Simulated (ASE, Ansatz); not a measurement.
**How well does each level of theory give the lattice parameter a of CsCl-type NiAl?**

Reference value: 2.882 Å (measured, extrapolated to 0 K, zero-point anharmonic expansion removed (Haas, Tran, Blaha 2009); as tabulated in Levämäki et al. (2014), arXiv:1402.3671).

```tsv
level (code)	value (Å)	error (%)
EMT (ASE)	3.049	+5.79
LDA (Ansatz)	2.832	-1.73
PBE (Ansatz)	2.893	+0.38
r²SCAN (Ansatz)	2.863	-0.66
Hartree–Fock (Ansatz)	2.901	+0.66
```

Once the reference is moved by up to 0.30 % (a margin picked here for doubts on the reference and the settings) and values within 0.10 % count as equal, the nearest can be PBE (+0.38 %) or r²SCAN (-0.66 %). Farthest off among them: EMT (+5.79 %). Within 1 %: PBE, r²SCAN, Hartree–Fock.

The crystal itself was run without spin with LDA, PBE, r²SCAN, Hartree–Fock; a magnetic state was not tried in these runs. Hartree–Fock: the run has no spin polarisation, so it can have missed a magnetic state. Cutoffs and k meshes differ between the levels. Ansatz's density-functional and Hartree–Fock values are scalar-relativistic unless marked +SOC, with PAW data made under PBE.

Empirical potentials (EMT) are fitted to chosen data: where that held the value shown, agreement is built in, and what lay outside the fit can be far off.

Differences are worked out from the printed values.

Ansatz is a program for electronic structure.
